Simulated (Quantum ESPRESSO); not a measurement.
A self-consistent single point of SiO2 (Pmma, 36 atoms in the cell) with Quantum ESPRESSO.

Computed with LDA (PZ), GBRV 1.5 ultrasoft (LDA) pseudopotentials (plane waves; Quantum ESPRESSO 7.5).

Input as run:

```fortran
&control
 calculation = 'scf'
 prefix = 'sio2'
 outdir = './tmp/'
 pseudo_dir = './'
 tprnfor = .true.
 tstress = .true.
/
&system
 ibrav = 8
 A = 9.9941330000
 B = 7.7113630000
 C = 9.6491930000
 nat = 36
 ntyp = 2
 ecutwfc = 40
 ecutrho = 200
 occupations = 'fixed'
 nbnd = 100
/
&electrons
 conv_thr = 1.0e-11
 mixing_beta = 0.4
/
ATOMIC_SPECIES
Si    28.0850  si_lda_v1.uspp.F.UPF
O     15.9990  o_lda_v1.2.uspp.F.UPF
ATOMIC_POSITIONS alat
Si    0.0907300000    0.1579288347    0.3538022533
Si    0.9092700000    0.6136601565    0.6116834972
Si    0.4092700000    0.6136601565    0.3538022533
Si    0.5907300000    0.1579288347    0.6116834972
Si    0.5907300000    0.6136601565    0.6116834972
Si    0.4092700000    0.1579288347    0.3538022533
Si    0.9092700000    0.1579288347    0.6116834972
Si    0.0907300000    0.6136601565    0.3538022533
Si    0.0895400000    0.3857944956    0.1362396942
Si    0.9104600000    0.3857944956    0.8292460562
Si    0.4104600000    0.3857944956    0.1362396942
Si    0.5895400000    0.3857944956    0.8292460562
O     0.0528500000    0.2504500707    0.2233747832
O     0.9471500000    0.5211389206    0.7421109673
O     0.4471500000    0.5211389206    0.2233747832
O     0.5528500000    0.2504500707    0.7421109673
O     0.5528500000    0.5211389206    0.7421109673
O     0.4471500000    0.2504500707    0.2233747832
O     0.9471500000    0.2504500707    0.7421109673
O     0.0528500000    0.5211389206    0.2233747832
O     0.2500000000    0.1774808998    0.3929237359
O     0.7500000000    0.5941080915    0.5725620146
O     0.2500000000    0.5941080915    0.3929237359
O     0.7500000000    0.1774808998    0.5725620146
O     0.0599000000    0.0000000000    0.3169013879
O     0.9401000000    0.0000000000    0.6485843626
O     0.4401000000    0.0000000000    0.3169013879
O     0.5599000000    0.0000000000    0.6485843626
O     0.0000000000    0.2048645931    0.4827428752
O     0.0000000000    0.5667243982    0.4827428752
O     0.5000000000    0.5667243982    0.4827428752
O     0.5000000000    0.2048645931    0.4827428752
O     0.0000000000    0.3857944956    0.0000000000
O     0.5000000000    0.3857944956    0.0000000000
O     0.2500000000    0.3857944956    0.0978423260
O     0.7500000000    0.3857944956    0.8676434245
K_POINTS automatic
2 2 2  0 0 0
```

Output, abridged:

```
     Self-consistent Calculation

     iteration #  1     ecut=    40.00 Ry     beta= 0.40

     total energy              =    -892.14203720 Ry
     estimated scf accuracy    <       9.65606148 Ry

     iteration #  2     ecut=    40.00 Ry     beta= 0.40

     negative rho (up, down):  5.902E-07 0.000E+00

     total energy              =    -894.36516627 Ry
     estimated scf accuracy    <       0.28862636 Ry

     iteration #  3     ecut=    40.00 Ry     beta= 0.40

     negative rho (up, down):  3.522E-05 0.000E+00

     total energy              =    -894.33465063 Ry
     estimated scf accuracy    <       0.12533637 Ry

   [... 11 blocks of this kind left out ...]

     iteration # 15     ecut=    40.00 Ry     beta= 0.40

     negative rho (up, down):  5.624E-05 0.000E+00

     total energy              =    -894.35844895 Ry
     estimated scf accuracy    <          1.6E-11 Ry

     iteration # 16     ecut=    40.00 Ry     beta= 0.40

     negative rho (up, down):  5.627E-05 0.000E+00
     End of self-consistent calculation

     highest occupied, lowest unoccupied level (ev):    -1.7277    3.6103

!    total energy              =    -894.35844895 Ry
     estimated scf accuracy    <          2.6E-12 Ry

     convergence has been achieved in  16 iterations

     negative rho (up, down):  5.627E-05 0.000E+00

     Forces acting on atoms (cartesian axes, Ry/au):

     atom    1 type  1   force =     0.00598283   -0.00353200    0.00142287
     atom    2 type  1   force =    -0.00598283    0.00353200   -0.00142287
     atom    3 type  1   force =    -0.00598283    0.00353200    0.00142287
     atom    4 type  1   force =     0.00598283   -0.00353200   -0.00142287
     atom    5 type  1   force =     0.00598283    0.00353200   -0.00142287
   [... 27 lines left out ...]
   [... lines left out ...]
     Total force =     0.110433     Total SCF correction =     0.000002
   [... lines left out ...]

     negative rho (up, down):  5.627E-05 0.000E+00
          total   stress  (Ry/bohr**3)                   (kbar)     P=      -81.90
  -0.00055317   0.00000000   0.00000000          -81.37        0.00        0.00
   0.00000000  -0.00055712   0.00000000            0.00      -81.96        0.00
   0.00000000   0.00000000  -0.00056003            0.00        0.00      -82.38

   JOB DONE.
```

The run converged in 16 iterations. For comparison: a first run was changed to give this one (lattice scaled by 1.015), and from it to this one the free energy goes up by 33.0 meV/atom, the pressure goes from -3.43 to -8.19 GPa, the largest force goes from 0.227 to 0.616 eV/Å and the gap on the mesh goes from 5.583 to 5.338 eV.

The starting cell comes from a database of computed structures (which also holds hypothetical and non-ambient phases and stackings), without a prior relaxation at this level. Its lattice was rescaled by a random factor within 2.5 % of one. For this run, on top of that: lattice scaled by 1.015.

Cost on one core of a shared machine: roughly 20 min.
